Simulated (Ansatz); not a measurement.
System: InSe (P6₃/mmc, No. 194, 8 atoms in the cell; start mp-20485; a measured phase of this formula has another space group). Method: PBEsol (Ansatz, a program for electronic structure, PAW).

Run with plane-wave cutoff 500 eV, 12×12×4 k mesh (along the axes of the cell as run), gaussian smearing 0.02 eV, scalar-relativistic PAW data made under PBE.

Cell (relaxed at this level):

Space group P6₃/mmc (No. 194); a = b = 4.0061 Å, c = 17.0041 Å, α = β = 90.00°, γ = 120.00°

| atom | site | symmetry | x | y | z |
|---|---|---|---|---|---|
| In | 4f | 3m. | 0.3333 | 0.6667 | 0.1684 |
| Se | 4f | 3m. | 0.6667 | 0.3333 | 0.0932 |

Question: Estimate the band gap that the calculation returns.

Answer: 
* **band gap**: 0.43 eV (on the SCF k mesh)

Note: the relaxation could not lower the start's symmetry, so the cell can be a saddle point above a distorted one; the cell has widely spaced layers and the level no dispersion term, so their spacing and the moduli can rest on weak binding.

Spin–orbit coupling is not included.

Computed values are for the static lattice.

Cost on a shared machine: around 15 core-minutes (rough).

A start named mp-… is a Materials Project structure, which need not be a measured phase.
